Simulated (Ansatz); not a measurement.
The parent structure is KBr in the rock salt structure (space group Fm-3m, No. 225; a = 6.549 Å). Axes: x, y, z lie along the cube axes.

All numbers come from plane-wave PAW DFT at the PBEsol level (Ansatz, a quantum-chemistry and plane-wave program, 420 eV), without spin-orbit coupling.

For the base:

```
Quantity                             Value
---------------------  -------------------
Band gap                           4.34 eV
Valence-band top at Γ  0.00, 0.00, 0.00 eV
Electron mass               0.37 mₑ (at Γ)
```

Modification: a pure shear with ε_xy = ε_yx = 0.0114, atoms relaxed at fixed cell.

Question: What happens to the stress?

Answer: The stress (xx, yy, zz, yz, xz, xy; compression positive) is (0.01, 0.01, 0.01, 0.00, 0.00, -0.11) GPa.

Question: Estimate the effect on the band gap.

Answer: The band gap falls by 0.03 eV to 4.31 eV.

Question: Estimate the effect on the valence-band top at Γ.

Answer: The valence-band top at Γ (three highest levels, from the VBM) goes from 0.00, 0.00, 0.00 eV to 0.00, -0.03, -0.05 eV.

Question: Predict the new electron mass.

Answer: The electron mass remains 0.37 mₑ (at Γ).

The cells carry an imposed strain or load. Masses are band curvatures over ±0.01 Å⁻¹ around the edge. Whether these cells are dynamically stable was not tested.
